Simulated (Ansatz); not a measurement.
Take BAs in the wurtzite structure (space group P6_3mc, No. 186; a = 3.354 Å, c = 5.554 Å; a cell from a computed database, its experimental status unchecked) as the base. Axes: x lies along a and z along c of the hexagonal cell.

Now apply this change: uniaxial strain ε_zz = −5.59 %, all other strain components held at zero; the atoms relax in the strained cell.

Levels (all Ansatz, an electronic-structure program, PAW): PBEsol (420 eV, spin-orbit coupling left out); HSE06 (420 eV, spin-orbit coupling left out).

The geometry is relaxed with PBEsol.

| Property | Value |
|---|---|
| PBEsol lowest conduction level above the VBM at special points | M 0.59 eV; K 1.32 eV; Γ 1.63 eV |

With HSE06 at the same geometry, the lowest conduction level above the VBM at special points goes from M 0.59 eV; K 1.32 eV; Γ 1.63 eV to M 1.32 eV; K 2.04 eV; Γ 2.47 eV.

Single points use the geometry relaxed with PBEsol. HSE06 gaps are upper bounds (no full band path). The levels and masses belong to the bands next to the band gap. Stability against distortions was not tested. This is not the structure that BAs has at room temperature and ambient pressure.
